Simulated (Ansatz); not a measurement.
A hypothetical phase is included: elements placed on a structure type, which no database files for this compound.

By PBEsol, the system below comes out a metal.

A figure of merit of an interconnect metal is its ballistic conductance per area.

Consider the following.

```xyz
2
Lattice="3.8639 0.0000 0.0000 0.0000 3.8639 0.0000 1.9320 -1.9320 2.7322" Properties=species:S:1:pos:R:3 pbc="T T T"
Rh     1.9320     0.0000     1.3661
Rh     1.9320     1.9320     0.0000
```

The cell was relaxed by PBE-D3(BJ); by PBEsol it stands under a pressure of -2.5 GPa.

The current flows along the normal of the first two printed cell vectors, the (001) plane of the conventional cell. No spin-orbit coupling; the value is a mean over 0.1 eV about the Fermi level.

Give the ballistic conductance per area that PBEsol in Ansatz (a quantum-chemistry and plane-wave program) yields.

1.1 × 10¹⁵ S/m² for both spins.
